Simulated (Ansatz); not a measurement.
Base system: MgF2 in the rutile structure (space group P4_2/mnm, No. 136; a = 4.639 Å, c = 3.062 Å).

The values are results of PBEsol (Ansatz, a quantum-chemistry and plane-wave program; PAW; 420 eV plane waves; without spin-orbit coupling), not measurements.

One change was made to it. Results:

| quantity | base | after |
|---|---|---|
| shortest interatomic distance | 199.0 pm | 197.3 pm |
| band gap | 6.89 eV | 7.03 eV |

Problem. Name the change that was made.
(A) pressure 15 GPa
(B) pressure 4.5 GPa
(C) pressure 2.1 GPa
(D) pressure 22.5 GPa

Solution. C, pressure 2.1 GPa. For comparison, the band gap in the other runs: pressure 4.5 GPa gives 7.17 eV; pressure 15 GPa gives 7.70 eV; pressure 22.5 GPa gives 8.02 eV.

Load acts through the strain it causes; cell and atoms are relaxed under it. Stability against distortions was not tested. No other phases were tried under pressure.
